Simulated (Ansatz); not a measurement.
## A constructed model of the (110) surface of bcc Nb, a layer of Pd in place of the third plane (bottom of the slab: a bare face, its two planes held)

The numbers are results of PBE (plane waves to 420 eV, PAW; Ansatz, a program for electronic structure), not measurements.

Set-up: 6 atoms, 11.4 Å thick at the start; mesh 14x14x1; 0.1 eV smearing; dipole correction on; 2 atoms held, the rest relaxed; start symmetry kept, larger cells not searched; no spin, no spin-orbit, no U. In PBE it is, or lies within 0.01 eV a 1x1 cell of, the lowest of the 2 structures of its composition computed so far; larger cells were not tried.

```json
{
  "work_function_of_the_top_face": "4.51 eV",
  "energy_released_by_relaxation": "0.058 eV",
  "cost": "around 6 core-minutes (rough)"
}
```
